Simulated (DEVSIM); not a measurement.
Device: Schottky contact on p-type CdTe, at 450 K.

Layer 1 from the left is CdTe, thickness (μm) 0.340, Na (cm⁻³) 2.4e15, τn (s) 6.5e-8, τp (s) 6.5e-8.

Left contact: Schottky, work function 4.74 eV, emission velocity 2.5e6 cm/s. Right contact: ohmic. Voltage is applied to the left contact. Recombination: SRH at mid-gap, radiative, Auger. Mobility is constant in doping.

The device is made up for the run: typed textbook-type constants, with dimensions and the other settings drawn at random. Values at 300 K; Nc and Nv go as T^1.5, mobilities as T to minus their exponent, the gap by Varshni's rule with the affinity fixed.

CdTe: gap (eV) 1.5, affinity (eV) 4.28, permittivity 10.2, Nc (cm⁻³) 8e17, Nv (cm⁻³) 1.8e19, μn (cm²/Vs) 1000, μp (cm²/Vs) 80, T exponent of μn 1.7, T exponent of μp 1.5, B (cm³/s) 1e-10, Cn (cm⁶/s) 1e-30, Cp (cm⁶/s) 1e-30, Varshni α (eV/K) 0.00031, Varshni β (K) 108.

Model (solved in DEVSIM): 1D drift-diffusion, Boltzmann statistics, complete ionisation; no tunnelling, impact ionisation, image-force lowering or self-heating. Metal contacts follow the ideal Schottky-Mott rule: no Fermi-level pinning, no interface dipoles.

Dark forward current:

```csv
|V| (V),|J| (A/cm²)
0.05,7.354e-5
0.10,0.0003227
0.15,0.001171
0.20,0.004043
0.25,0.01368
0.30,0.04556
0.35,0.1487
0.40,0.4699
0.45,1.407
0.50,3.853
0.55,9.241
0.60,18.89
0.65,33.08
0.70,51.01
0.75,71.54
0.80,93.68
0.85,116.8
0.90,140.5
0.95,164.5
1.00,188.7
1.05,213.1
1.10,237.5
1.15,262.0
1.20,286.5
1.25,311.1
1.30,335.7
```

### Question
Work out the local ideality factor n = ΔV / (kT/q · ln(J2/J1)) between the rows 0.20 and 0.25 V, 1.25 and 1.30 V.

### Answer
kT/q = 38.78 mV. From 0.20 to 0.25 V: ln(0.01368/0.004043) = 1.219, n = 1.06, near the 1 of diffusion or emission over a barrier. From 1.25 to 1.30 V: ln(335.7/311.1) = 0.076, n = 16.94; the layers' resistance at their doping, Σ W/(qμN) = 0.0020 Ω cm², would take 50 mV of this step of 50 mV.

### Question
Estimate the current at 0.20 V for emission alone, J0 = q v N_band exp(−φB/kT), and read the barrier back from the simulated current.

### Answer
φB = 0.996 eV, N_band = 3.31e19 cm⁻³, J0 = 9.32e-5 A/cm²; J = J0 (exp(qV/kT) − 1) = 0.0161 A/cm². The simulation gives 0.00404 A/cm²; the estimate lies 300 % above. Read backwards, the simulated current gives an apparent barrier of 1.049 eV. The estimate leaves out transport through the depletion region and minority injection.
